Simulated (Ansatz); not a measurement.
System: 1T (CdI2-type) MgI2. Method: HSE06-D3(BJ) (plane waves, PAW; Ansatz, a program for electronic structure).

Run with plane-wave cutoff 520 eV, 6×6×4 k mesh (along the axes of the cell as run), scalar-relativistic PAW data made under PBE.

Cell (relaxed at this level):

```
CELL_PARAMETERS angstrom
      4.08550     0.00000     0.00000
     -2.04275     3.53814     0.00000
      0.00000     0.00000     6.68723
ATOMIC_POSITIONS crystal
  Mg 0.00000 0.00000 0.00000
  I  0.33333 0.66667 0.24830
  I  0.66667 0.33333 0.75170
```

What does this level give for the elastic constant C33, Young modulus, elastic constant C11, Voigt–Reuss–Hill bulk modulus, Poisson ratio, elastic constant C12, elastic constant C13, elastic constant C44 and elastic constant C66?


- elastic constant C33: 29.4 GPa
- Young modulus: 32.4 GPa
- elastic constant C11: 55.4 GPa
- Voigt–Reuss–Hill bulk modulus: 21.5 GPa
- Poisson ratio: 0.249
- elastic constant C12: 15.2 GPa
- elastic constant C13: 8.49 GPa
- elastic constant C44: 7.99 GPa
- elastic constant C66: 20.1 GPa

Note: the dispersion coefficients are held fixed in the derivatives.

Elastic constants are with the ions relaxed.

Spin–orbit coupling is not included.

Computed values are for the static lattice.

Cost on a shared machine: roughly 100 core-minutes.
